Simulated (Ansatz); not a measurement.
**Pressure series in hypothetical P6_3/mmc GeS2**

Start from GeS$_{2}$ in the 2H-MoS2 type structure (space group P6_3/mmc, No. 194; a = 3.428 Å, c = 10.622 Å; a hypothetical phase, not in the database extracts checked; layered, stacked along the Cartesian z axis).

Cell and atoms are relaxed at each pressure.

Method: Ansatz (a first-principles code) PBE-D3(BJ), no spin-orbit coupling, earlier PAW set.

| variant | c/a ratio | density | shortest interatomic distance |
|---|---|---|---|
| base | 3.099 | 4.20 g/cm³ | 2.502 Å |
| pressure −2 GPa | 3.124 | 4.07 g/cm³ | 2.516 Å |
| pressure −1 GPa | 3.108 | 4.14 g/cm³ | 2.509 Å |
| pressure 3 GPa | 3.086 | 4.38 g/cm³ | 2.481 Å |
| pressure 7 GPa | 3.083 | 4.57 g/cm³ | 2.456 Å |
| pressure 15 GPa | 3.092 | 4.90 g/cm³ | 2.416 Å |
| pressure 30 GPa | 3.134 | 5.41 g/cm³ | 2.360 Å |
| pressure 50 GPa | 3.224 | 5.98 g/cm³ | 2.309 Å |
| pressure 75 GPa | 3.377 | 6.60 g/cm³ | 2.272 Å |
| pressure 100 GPa | 3.557 | 7.16 g/cm³ | 2.257 Å |

Load acts through the strain it causes; cell and atoms are relaxed under it. No phonon test of stability was made. No other phases were tried under pressure. All final runs are without spin polarisation.
